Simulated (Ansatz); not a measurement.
Consider the following.

```xyz
4
Lattice="5.0170 0.0000 0.0000 0.0000 5.4189 0.0000 0.0000 2.7094 1.5643" Properties=species:S:1:pos:R:3 pbc="T T T"
Al     2.5120     4.5157     1.5643
Al     0.0036     6.3220     1.5643
N      0.5985     4.5157     1.5643
N      3.1070     6.3220     1.5643
```

The cell is taken as given; by r2SCAN it stands under a pressure of -4.4 GPa.

Transport runs along the normal of the first two printed cell vectors, the (110) plane of the conventional cell.

The gap is the functional's own, uncorrected, and κ follows it; spin-orbit coupling is left out. Mid-gap means the computed energy nearest the middle.

### Question
Predict the band gap and the smallest decay constant κ at mid-gap from r2SCAN in Ansatz (a program for electronic structure).

### Answer
Gap 4.69 eV on a 6×18×18 mesh; κ = 0.298 1/Å, at the zone centre.
